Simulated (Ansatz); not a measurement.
Base system: GeP3 (space group R-3m, No. 166; a = 7.0462 Å, c = 9.4791 Å (hexagonal axes)). Axes: x lies along a and z along c of the hexagonal cell.

Computed with plane-wave PAW DFT at the PBEsol level (Ansatz, an electronic-structure program, 420 eV), no SOC.

Strains are applied to the cell and any free atomic positions relax; under biaxial strain the out-of-plane vector relaxes too.

One change was made to it. Results:

The energy goes up by 6.7 meV/atom; the pressure (mean of the normal stresses, compression positive) goes from zero to -2.7 GPa.

What was done to the base?
A) isotropic strain +1.49 %
B) tensor shear ε_yz = −1.65 %
C) biaxial strain +2.62 %, plane normal [001], relaxed out of plane

A, isotropic strain +1.49 %. For comparison, the energy relative to the base in the other runs: tensor shear ε_yz = −1.65 % gives +2.3 meV/atom; biaxial strain +2.62 %, plane normal [001], relaxed out of plane gives +11 meV/atom.

Without a gap, meshes like the base's 9×9×9 leave anisotropic stresses uncertain by several tenths of a GPa, and small strain energies with them. No phonon test of stability was made. The final runs are not spin-polarised.
